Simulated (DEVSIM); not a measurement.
abrupt In0.53Ga0.47As n-p junction

System: abrupt In0.53Ga0.47As n-p junction, at 300 K.

```
layer (left to right)        material  thickness (μm)  Nd (cm⁻³)  Na (cm⁻³)  τn (s)  τp (s)
---------------------  --------------  --------------  ---------  ---------  ------  ------
1                      In0.53Ga0.47As            20.0     2.5e16          -  1.4e-8  1.4e-8
2                      In0.53Ga0.47As            2.50          -     5.4e16  1.4e-8  1.4e-8
```

Left contact: ohmic. Right contact: ohmic. Voltage is applied to the left contact. Recombination: SRH at mid-gap, radiative. Mobility is constant in doping.

This is a model device: material constants are rounded textbook-type values typed into the input, and sizes, dopings and lifetimes were drawn at random. Values at 300 K.

| parameter | In0.53Ga0.47As |
|---|---|
| gap (eV) | 0.74 |
| affinity (eV) | 4.51 |
| permittivity | 13.9 |
| Nc (cm⁻³) | 2.1e17 |
| Nv (cm⁻³) | 7.7e18 |
| μn (cm²/Vs) | 12000 |
| μp (cm²/Vs) | 300 |
| B (cm³/s) | 9.6e-11 |

Model (solved in DEVSIM): 1D drift-diffusion, Boltzmann statistics, complete ionisation; no tunnelling, impact ionisation, image-force lowering or self-heating.

```json
{
  "potential_step_across_the_device_at_zero_bias": "0.557 V",
  "largest_field_in_the_device_at_zero_bias": "47000 V/cm",
  "Dark forward voltage at 1 A/cm²": "0.335 V",
  "Dark forward voltage at 100 A/cm²": "0.460 V"
}
```

Dark reverse current:

```csv
V (V),J (A/cm²)
0.04,8.9e-6
0.10,1.6e-5
0.20,2.5e-5
0.30,3.3e-5
0.40,4.0e-5
0.60,5.3e-5
0.80,6.6e-5
1.00,7.7e-5
1.30,9.2e-5
1.60,0.00011
2.00,0.00012
```

Dark forward current:

(V (V), J (A/cm²)): (-0.05, -3.2e-5); (-0.10, -0.00018); (-0.15, -0.00098); (-0.20, -0.0060); (-0.25, -0.039); (-0.30, -0.26); (-0.35, -1.8); (-0.40, -12); (-0.45, -74); (-0.50, -330); (-0.55, -910); (-0.60, -1800); (-0.65, -2800)
